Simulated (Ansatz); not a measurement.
System: SnS2 (Fd-3m, No. 227, 12 atoms in the cell; start mp-1095397; a measured phase of this formula has another space group). Method: PBE0 (plane waves, PAW; Ansatz, a program for electronic structure).

Run with plane-wave cutoff 500 eV, 4×4×4 k mesh, gaussian smearing 0.02 eV, scalar-relativistic PAW data made under PBE.

Cell (relaxed with PBEsol):

SnS₂ is modelled in the cubic space group Fd-3m, origin choice 1 (No. 227), Pearson symbol cF48. Cell: a = 10.3587 Å, b = 10.3587 Å, c = 10.3587 Å, α = 90.00°, β = 90.00°, γ = 90.00°. Sn on 16d has 6 S at 2.572 Å (octahedral). S on 32e sees 3 Sn at 2.572 Å (trigonal pyramidal). (Neighbours: up to the widest gap in distance over summed covalent radii, below 1.35, at either atom; cation-cation and far metal-metal contacts left out.)
(The calculation used a cell of 12 atoms; values per cell refer to that cell.)

Give the computed band gap.


band gap: 2.70 eV (on the SCF k mesh)

Note: cell and atoms aren't relaxed at this level (pressure -0.4 GPa).

Spin–orbit coupling is not included.

A start named mp-… is a Materials Project structure, which need not be a measured phase.
